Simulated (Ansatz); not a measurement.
Partial pair distribution functions of a relaxed model of amorphous In₂₄O₃₈Hf, broadened by 0.06 Å; density 6.62 g/cm³. Level of theory: PBE, scalar-relativistic without spin-orbit coupling (plane waves to 420 eV, PAW; Ansatz, an electronic-structure program).

It comes from a melt-quench run on a machine-learned potential (CHGNet), relaxed afterwards by DFT. O atoms were pushed apart under 1.9 Å during the dynamics, to hinder bonds among them. The hot cell started wider than the set density and was brought back towards it in steps. It is the lowest in DFT energy of 2 quenches. It is a model cell: composition and starting density were chosen by hand, and all elements were melted together. No dispersion term was used. Its density started from a set value of 6.62 and ended at 6.62 g/cm³. The quench (nominally 220 K/ps over its main leg) was far faster than any real one, so the model tends to hold more defects than a real film. Values belong to this one cell and scatter from quench to quench. The volume was held where the preparation left it, at a PBE pressure of -0.6 GPa (tension). Stress components on the final sampling reach 1.3 GPa.

```
r (Å)  g In-O  g O-Hf  g In-In  g O-O
-----  ------  ------  -------  -----
1.80     0.00    0.01     0.00   0.00
1.90     0.04    0.84     0.00   0.00
2.00     1.25    8.91     0.00   0.00
2.10     6.24    7.63     0.00   0.00
2.20     7.42    2.25     0.00   0.00
2.30     4.00    4.33     0.00   0.00
2.40     1.28    0.94     0.00   0.00
2.50     0.56    0.02     0.00   0.08
2.60     0.27    0.00     0.00   0.68
2.70     0.10    0.00     0.00   1.29
2.80     0.03    0.00     0.01   1.98
2.90     0.20    0.00     0.13   2.35
3.00     0.15    0.00     0.32   2.37
3.10     0.18    0.00     0.85   2.30
3.20     0.29    0.00     1.81   1.98
3.30     0.17    0.00     2.11   2.09
3.40     0.48    0.00     2.69   1.37
3.50     0.62    0.00     2.68   1.19
3.60     0.46    0.05     2.28   0.94
3.70     0.64    0.69     2.31   0.92
3.80     0.98    0.58     2.48   0.86
3.90     1.18    0.86     1.95   0.74
4.00     1.15    3.27     1.74   0.81
4.10     1.21    1.70     1.49   0.86
4.20     0.96    1.57     0.73   0.73
4.30     1.28    3.60     0.52   0.78
4.40     1.33    2.17     0.41   0.92
4.50     1.00    0.56     0.47   0.76
4.60     1.44    0.54     0.27   0.57
4.70     1.32    1.65     0.21   0.44
4.80     1.16    0.95     0.29   0.25
```

Within 2.74 Å each In has 5.54 O neighbours on average.
